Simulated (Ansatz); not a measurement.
Base system: TiSi2 (space group Cmcm, No. 63; a = 3.527 Å, b = 13.517 Å, c = 3.565 Å). Axes: x, y, z lie along a, b, c of the conventional cell.

Method: r2SCAN, PAW, 500 eV (Ansatz, a quantum-chemistry and plane-wave program; without spin-orbit coupling).

Base values:

| Property | Value |
|---|---|
| Shortest interatomic distance | 2.380 Å |
| Pressure | 0.0 GPa |
| Band gap | zero |

It is then changed as follows: uniaxial strain ε_xx = −1.94 %, all other strain components held at zero, atoms relaxed at fixed cell.

Q: Predict the new energy relative to the base.

A: The energy goes up by 5.0 meV/atom.

Q: Predict the new shortest interatomic distance.

A: The shortest interatomic distance drops by 0.007 Å (2.380 Å → 2.373 Å).

Q: Predict the new pressure.

A: The pressure (mean of the normal stresses, compression positive) goes from zero to 3.1 GPa.

Q: Estimate the effect on the band gap.

A: The band gap stays zero.

Without a gap, meshes like the base's 14×14×13 leave anisotropic stresses uncertain by several tenths of a GPa, and small strain energies with them. Whether these cells are dynamically stable was not tested. The final runs are not spin-polarised.
